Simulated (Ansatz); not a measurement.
**KCl: pressure series**

The reference is KCl in the CsCl type structure (space group Pm-3m, No. 221; a = 3.737 Å; a model cell).

Cell and atoms are relaxed at each pressure.

Computed with PBEsol/PAW in Ansatz (an electronic-structure program), scalar-relativistic without spin-orbit coupling.

| case | smallest direct gap | electron mass | width of the top valence band | lattice parameter a |
|---|---|---|---|---|
| base | 5.18 eV | 0.39 mₑ (at Γ) | 1.54 eV | 3.737 Å |
| pressure −2 GPa | 4.66 eV | 0.40 mₑ (at Γ) | 1.24 eV | 3.894 Å |
| pressure −1 GPa | 4.95 eV | 0.39 mₑ (at Γ) | 1.41 eV | 3.803 Å |
| pressure 0.9 GPa | 5.36 eV | 0.38 mₑ (at Γ) | 1.65 eV | 3.692 Å |
| pressure 2.1 GPa | 5.58 eV | 0.38 mₑ (at Γ) | 1.77 eV | 3.641 Å |
| pressure 4.5 GPa | 5.94 eV | 0.37 mₑ (at Γ) | 1.98 eV | 3.563 Å |
| pressure 9 GPa | 6.06 eV | 0.35, 1.2 mₑ (at Γ) | 2.30 eV | 3.460 Å |
| pressure 15 GPa | 5.85 eV | 0.32, 1.2 mₑ (at Γ) | 2.64 eV | 3.366 Å |
| pressure 22.5 GPa | 5.56 eV | 0.29, 1.2 mₑ (at Γ) | 3.00 eV | 3.280 Å |
| pressure 30 GPa | 5.29 eV | 0.28, 1.1 mₑ (at Γ) | 3.31 eV | 3.215 Å |

Load acts through the strain it causes; cell and atoms are relaxed under it. Effective masses come from finite differences of ±0.01 Å⁻¹. Stability against distortions was not tested. Competing high-pressure phases were not computed. This is not the structure that KCl has at room temperature and ambient pressure.
